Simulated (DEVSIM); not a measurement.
System: abrupt Si n-p junction, at 350 K.

```tsv
layer (left to right)	material	thickness (μm)	Nd (cm⁻³)	Na (cm⁻³)	τn (s)	τp (s)
1	Si	0.140	9.2e16	-	0.00022	0.00022
2	Si	4.30	-	1.7e17	0.00022	0.00022
```

Left contact: ohmic. Right contact: ohmic. Voltage is applied to the left contact. Recombination: SRH at mid-gap. Mobility is μmin + (μ − μmin)/(1 + (N/Nref)^α).

This is a model device: material constants are rounded textbook-type values typed into the input, and sizes, dopings and lifetimes were drawn at random. Values at 300 K; Nc and Nv go as T^1.5, mobilities as T to minus their exponent, the gap by Varshni's rule with the affinity fixed.

```csv
parameter,Si
gap (eV),1.124
affinity (eV),4.05
permittivity,11.7
Nc (cm⁻³),2.86e19
Nv (cm⁻³),3.1e19
μn (cm²/Vs),1417
μp (cm²/Vs),470
"μn,min",52
"μp,min",45
"Nref,n",9.7e16
"Nref,p",2.2e17
αn,0.68
αp,0.72
T exponent of μn,2.3
T exponent of μp,2.2
Varshni α (eV/K),0.000473
Varshni β (K),636
```

Simulated with DEVSIM: 1D drift-diffusion, Boltzmann statistics, complete ionisation; no tunnelling, impact ionisation, image-force lowering or self-heating.

The temperature was swept, all else fixed.

| temperature (K) | largest field in the device at zero bias (V/cm) | dark forward voltage at 1 A/cm² (V) | potential step across the device at zero bias (V) | dark forward voltage at 100 A/cm² (V) |
|---|---|---|---|---|
| 250 | 130000 | 0.691 | 0.912 | 0.797 |
| 300 | 120000 | 0.580 | 0.841 | 0.710 |
| 350 | 110000 | 0.466 | 0.767 | 0.619 |
| 400 | 110000 | 0.350 | 0.689 | 0.526 |
| 450 | 99000 | 0.231 | 0.610 | 0.431 |
| 500 | 90000 | 0.114 | 0.528 | 0.334 |

From the first row to the last the largest field in the device at zero bias goes from 130000 to 90000. From the first row to the last the dark forward voltage at 1 A/cm² goes from 0.691 to 0.114.
